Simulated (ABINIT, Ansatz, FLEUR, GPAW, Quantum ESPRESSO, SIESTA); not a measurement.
# One structure in several programs: BaHfO3 (Pm-3m, 5 atoms in the cell)

Self-consistent single point.

```xyz
5
Lattice="4.1700 0.0000 0.0000 0.0000 4.1700 0.0000 0.0000 0.0000 4.1700" Properties=species:S:1:pos:R:3 pbc="T T T"
Ba     0.0000     0.0000     0.0000
Hf     2.0850     2.0850     2.0850
O      2.0850     0.0000     2.0850
O      0.0000     2.0850     2.0850
O      2.0850     2.0850     0.0000
```

Shared settings, as Ansatz (a first-principles code) writes them: kpoints.mp_grid.grid = 6 6 6; scf.occupations.method = fermi_dirac; scf.occupations.width = 0.01 eV. Potentials and cutoffs stand in the table.

```csv
code,model,pressure (GPa),gap on the mesh (eV),cutoff
Ansatz,"PBE, default PAW files",3.72,3.676,420 eV
Quantum ESPRESSO,"PBE, GBRV 1.5 ultrasoft (PBE) pseudopotentials",3.91,3.668,40 Ry
FLEUR,"PBE, all-electron FLAPW (FLEUR), scalar-relativistic valence",–,3.684,Kmax 4.5 1/bohr
SIESTA,"GGA PBE, numerical atomic orbitals DZP, PseudoDojo PBE standard norm-conserving potentials (rewritten from UPF to PSML)",4.44,3.624,grid 350 Ry
ABINIT,"PBE, PAW (JTH v2.0 PBE PAW)",3.55,3.602,653 eV
GPAW,"PBE, GPAW PAW datasets PBE (gpaw-data 1.0.1)",–,3.602,950 eV
```

A dash marks a value that a program does not give, or that is left out as unsure.

Gaps are read on the mesh.

On Ansatz's run: spin-orbit coupling is off.

The spread over the programs that give each value: pressure within 0.89 GPa; gap on the mesh within 0.082 eV.

SIESTA uses small atom-centred bases, whose incompleteness enters pressures, forces and empty levels differently from a plane-wave cutoff. FLEUR treats all electrons, but the usual bases taken here (sphere radii, linearisation, local orbitals, empty states) were not tested for convergence, so the values are no reference for the others. Ansatz's pressure is given at a fixed set of plane waves, as the other plane-wave codes print theirs; with its correction for the finite basis it is 4.25 GPa (the shift of 0.53 GPa shows how far the cutoff is from converged). The pressure of GPAW is left out: its cutoff lies under the one at which its stress was checked.

On the base mesh (8 8 8) the same programs gave: Ansatz pressure 3.72 GPa, gap on the mesh 3.676 eV; Quantum ESPRESSO pressure 3.91 GPa, gap on the mesh 3.668 eV; ABINIT pressure 3.55 GPa, gap on the mesh 3.603 eV; GPAW gap on the mesh 3.602 eV; FLEUR gap on the mesh 3.684 eV; SIESTA pressure 4.45 GPa, gap on the mesh 3.624 eV.

The starting cell has typed, rounded lattice constants, without a prior relaxation at this level.

Left out of this page: CP2K (on another mesh).

Keys are those of Ansatz 0.2.
